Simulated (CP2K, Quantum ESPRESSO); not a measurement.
A CP2K input for a self-consistent single point of ScOF (P1, 6 atoms in the cell) (DFT LDA (Pade form), GPW, DZVP-MOLOPT-SR-GTH basis, GTH-PADE potentials (GTH_POTENTIALS)):

```
&GLOBAL
  PROJECT calc
  RUN_TYPE ENERGY_FORCE
  PRINT_LEVEL MEDIUM
&END GLOBAL
&FORCE_EVAL
  METHOD Quickstep
  STRESS_TENSOR ANALYTICAL
  &DFT
    BASIS_SET_FILE_NAME BASIS_MOLOPT
    POTENTIAL_FILE_NAME GTH_POTENTIALS
    &QS
      METHOD GPW
      EPS_DEFAULT 1E-10
    &END QS
    &MGRID
      CUTOFF 600
      REL_CUTOFF 60
      NGRIDS 5
    &END MGRID
    &SCF
      SCF_GUESS ATOMIC
      EPS_SCF 1E-7
      MAX_SCF 100
      ADDED_MOS 9
      &DIAGONALIZATION
        ALGORITHM STANDARD
      &END DIAGONALIZATION
      &MIXING
        METHOD BROYDEN_MIXING
        ALPHA 0.4
        NBUFFER 12
        BETA 1
      &END MIXING
    &END SCF
    &KPOINTS
      SCHEME MONKHORST-PACK 7 7 5
    &END KPOINTS
    &XC
      &XC_FUNCTIONAL PADE
      &END XC_FUNCTIONAL
    &END XC
    &PRINT
      &MO
        EIGENVALUES T
        OCCUPATION_NUMBERS T
        NDIGITS 8
        FILENAME mo
        &EACH
          QS_SCF 0
        &END EACH
        ADD_LAST NUMERIC
      &END MO
      &MULLIKEN ON
      &END MULLIKEN
    &END PRINT
  &END DFT
  &SUBSYS
    &CELL
      A 3.62752000 0.00000000 0.00000000
      B 0.00000000 3.62752000 0.00000000
      C 0.00000000 0.00000000 5.17220000
      PERIODIC XYZ
    &END CELL
    &COORD
      Sc       1.85841114     0.00692131     3.62752764
      Sc      -0.02228023     1.84799653     1.54228280
      O       -0.05483722     0.03432722     2.62582767
      O        1.93054075     1.80559445     2.52759207
      F        1.75372092     1.77737597    -0.00602044
      F       -0.02427899    -0.03093549     0.02717991
    &END COORD
    &KIND Sc
      BASIS_SET DZVP-MOLOPT-SR-GTH
      POTENTIAL GTH-PADE-q11
    &END KIND
    &KIND O
      BASIS_SET DZVP-MOLOPT-SR-GTH
      POTENTIAL GTH-PADE-q6
    &END KIND
    &KIND F
      BASIS_SET DZVP-MOLOPT-SR-GTH
      POTENTIAL GTH-PADE-q7
    &END KIND
  &END SUBSYS
  &PRINT
    &FORCES ON
    &END FORCES
    &STRESS_TENSOR ON
    &END STRESS_TENSOR
  &END PRINT
&END FORCE_EVAL
```

Question: Translate this input to Quantum ESPRESSO.

Answer: This is the input that was run; spellings and numerical settings could be chosen otherwise.

```fortran
&control
 calculation = 'scf',
 prefix = 'ScOF',
 outdir = './out',
 pseudo_dir = './',
 tprnfor = .true.,
 tstress = .true.,
/
&system
 ibrav = 0,
 nat = 6,
 ntyp = 3,
 ecutwfc = 85,
 occupations = 'fixed',
 nbnd = 28,
/
&electrons
 conv_thr = 1.0d-9,
 mixing_beta = 0.5,
/
ATOMIC_SPECIES
Sc    44.9559  Sc.upf
O     15.9990  O.upf
F     18.9984  F.upf
ATOMIC_POSITIONS crystal
Sc    0.5123090000    0.0019080000    0.7013510000
Sc   -0.0061420000    0.5094380000    0.2981870000
O    -0.0151170000    0.0094630000    0.5076810000
O     0.5321930000    0.4977490000    0.4886880000
F     0.4834490000    0.4899700000   -0.0011640000
F    -0.0066930000   -0.0085280000    0.0052550000
K_POINTS automatic
7 7 5  0 0 0
CELL_PARAMETERS angstrom
   3.6275200000     0.0000000000     0.0000000000
   0.0000000000     3.6275200000     0.0000000000
   0.0000000000     0.0000000000     5.1722000000
```

Basis, cutoffs, solver keys and any potentials are the target program's own. This input uses DFT, LDA (PW92), plane waves, PseudoDojo standard norm-conserving (LDA) pseudopotentials. LDA parametrisations can differ slightly between programs.

The starting cell comes from a database of computed structures (which also holds hypothetical and non-ambient phases and stackings), without a prior relaxation at this level. For this run, on top of that: atoms moved at random.
